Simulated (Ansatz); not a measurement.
# zincblende BAs (F-43m) under uniaxial stress along [001]

Cell and atoms are relaxed with PBEsol to each stress (compression positive); bands and masses by r2SCAN with spin-orbit coupling, rigid bands (plane waves, PAW; Ansatz, a program for electronic structure). Strains are changes of length against the unloaded cell.

```cif
data_AsB
_chemical_formula_sum 'B1 As1'
_space_group_name_H-M_alt 'P 1'
_space_group_IT_number 1
_cell_length_a 3.37140
_cell_length_b 3.37140
_cell_length_c 3.37140
_cell_angle_alpha 60.000
_cell_angle_beta 60.000
_cell_angle_gamma 60.000
loop_
_space_group_symop_operation_xyz
  'x, y, z'
loop_
_atom_site_label
_atom_site_type_symbol
_atom_site_fract_x
_atom_site_fract_y
_atom_site_fract_z
_atom_site_occupancy
B1 B 0.00000 0.00000 0.00000 1
As1 As 0.25000 0.25000 0.25000 1
```

```
stress (GPa)  strain [001] (%)  strain [100] (%)  gap (eV)  mₑ* [001]  mₑ* [100]  mₕ* [001]  mₕ* [100]
------------  ----------------  ----------------  --------  ---------  ---------  ---------  ---------
-16.00                    6.44             -1.05     0.770       0.23       0.36       0.22       0.28
-9.60                     3.84             -0.69     0.972       0.22       0.36       0.23       0.30
-3.20                     1.28             -0.25     1.184       0.22       0.36       0.28       0.33
0                            0                 0     1.300       0.30       0.30       0.32       0.32
3.20                     -1.30              0.28     1.070       1.06       0.22       0.33       0.28
9.60                     -3.97              0.93     0.541       1.02       0.22       0.28       0.22
16.00                    -6.93              1.78    closed          -          -          -          -
```

[001] is the direction of the load; [010] strains as [100]. Masses are conductivity masses at 300 K in electron masses. Closed means a gap under a few hundredths of an eV.

From the two loads next to zero, find the Young modulus and the ratio of transverse to axial strain.

Between -3.20 and 3.20 GPa the strain along [001] changes by -2.58 % and that along [100] by 0.53 %. The modulus is 6.40/0.0258 = 250 GPa and the ratio of the strains 0.21 (PBEsol, atoms relaxed). Along [001] C₁₁ = E(1 − ν)/((1 + ν)(1 − 2ν)) and C₁₂ = C₁₁ν/(1 − ν), which gives C₁₁ ≈ 280 GPa and C₁₂ ≈ 72 GPa.

How fast does the gap move on either side of zero load?

Under tension, (1.184 − 1.300) eV over -3.20 GPa = 36 meV/GPa, or about -9.1 eV per unit strain; under compression, (1.070 − 1.300) eV over 3.20 GPa = -72 meV/GPa, or about 18 eV per unit strain. The two slopes part by 108 meV/GPa; gaps are resolved to about 0.01 eV, which allows 6 meV/GPa, so they differ, even in sign: the gap has a turning point near zero load. The gap closes at 16.00 GPa at this level.

Take the carrier density and the relaxation time as fixed, so that ρ ∝ m*. What gauge factor (Δρ/ρ)/ε follows for current along [001] at the loads next to zero?

electrons at -3.20 GPa: (0.22/0.30 − 1)/0.0128 ≈ -21; holes at -3.20 GPa: (0.28/0.32 − 1)/0.0128 ≈ -9.8; electrons at 3.20 GPa: (1.06/0.30 − 1)/-0.0130 ≈ -190. These are means over a finite load; the small-strain gauge factor differs, most where the load has already emptied the upper valleys or bands. Carriers and loads whose mass moves by under 12 % aren't resolved and aren't listed. The change of shape, which adds a term of order 1 to 2, and that of the scattering between valleys or bands are left out.

Masses are those of dilute carriers in rigid bands with one relaxation time, without polarons. Third decimals of gaps are kept for the arithmetic. Every relaxation keeps the zincblende phase (space group I-4m2 under this load), so a transition, a distortion that breaks the symmetry or fracture can't show. The smearing differs between some rows.
